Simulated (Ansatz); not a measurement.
# A constructed model of the (110) surface of bcc Nb, a cell of two sites (a+b, b-a) surface alloy, Ag on one Nb site of the top plane (bottom of the slab: a bare face, its two planes held)

All values below come from PBE (plane waves to 420 eV, PAW; Ansatz, an electronic-structure program).

Set-up: 12 atoms, 11.6 Å thick at the start; mesh 11x8x1; 0.1 eV smearing; dipole correction on; 4 atoms held, the rest relaxed; start symmetry kept, larger cells not searched; no spin, no spin-orbit, no U. It is one candidate, not shown to be the stable structure of the face.

```yaml
work_function_of_the_top_face: 4.19 eV
energy_released_by_relaxation: 0.16 eV
cost: around 11 core-minutes (rough)
```
